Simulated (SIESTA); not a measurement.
## Relaxation of the atoms of NaMg₆Si (Amm2, 8 atoms in the cell) at several settings

```
CELL_PARAMETERS angstrom
      5.02508     0.00000     0.00000
      0.00000     3.17586     5.48458
      0.00000    -3.17586     5.48458
ATOMIC_POSITIONS crystal
  Na 0.50000 0.67020 0.67020
  Mg 0.00000 0.32762 0.83674
  Mg 0.00000 0.83674 0.32762
  Mg 0.00000 0.33250 0.33250
  Mg 0.50000 0.15655 0.67269
  Mg 0.50000 0.67269 0.15655
  Mg 0.50000 0.16500 0.16500
  Si 0.00000 0.83871 0.83871
```

Base: GGA PBEsol, numerical atomic orbitals DZP, PseudoDojo PBEsol standard norm-conserving potentials (rewritten from UPF to PSML) (SIESTA). Its settings: XC.functional = GGA; XC.authors = PBEsol; potentials = PseudoDojo PBEsol standard; PAO.BasisSize = DZP; PAO.EnergyShift = 0.005 Ry; MeshCutoff = 400 Ry; kgrid.MonkhorstPack = 5 5 5; OccupationFunction = FD; ElectronicTemperature = 100 meV; MaxSCFIterations = 150; SCF.Mixer.Method = Pulay; SCF.Mixer.Weight = 0.1; SCF.Mixer.History = 8; SCF.DM.Tolerance = 1.0E-04. Starting volume 21.88 Å³ per atom.

Each line gives the change from the base single point and the result:

- atoms moved at random; MD.TypeOfRun: default → FIRE; MD.Steps: default → 40; MD.MaxForceTol: default → 0.005 eV/Ang: the relaxation ended unconverged.
- atoms moved at random; MD.TypeOfRun: default → FIRE; MD.Steps: default → 40; MD.MaxForceTol: default → 0.1 eV/Ang: pressure 2.06 GPa; largest force (vector length) 0.066 eV/Å; relaxation steps 5; free energy against the base single point -0.4 meV/atom.
- MD.TypeOfRun: default → FIRE; MD.Steps: default → 40; MD.MaxForceTol: default → 0.02 eV/Ang: pressure 2.05 GPa; largest force (vector length) 0.019 eV/Å; relaxation steps 12; free energy against the base single point -0.6 meV/atom.

The starting cell comes from a database of computed structures (which also holds hypothetical and non-ambient phases and stackings), without a prior relaxation at this level. Its lattice was rescaled by a random factor within 2.5 % of one. Values carry the incompleteness of an atom-centred basis.
